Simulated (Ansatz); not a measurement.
**GaSb (model structure, within 0.1 Å of R-3m, No. 166, 4 atoms in the cell): volume per atom by level of theory**

No measured value is used here.

| level (code) | value (Å³/atom) |
|---|---|
| PBE (Ansatz) | 24.37 |
| PBEsol (Ansatz) | ? |
| PBE-D3(BJ) (Ansatz) | 23.26 |

Question: Complete the blanks.

Answer: 
- PBEsol (Ansatz, a first-principles code), value (Å³/atom): 23.10

Ansatz's density-functional and Hartree–Fock values are scalar-relativistic unless marked +SOC, with PAW data made under PBE.

A model structure was made by putting elements into a prototype or built by hand; it is no filed structure, need not be a known phase, and can be a saddle point held by its symmetry.
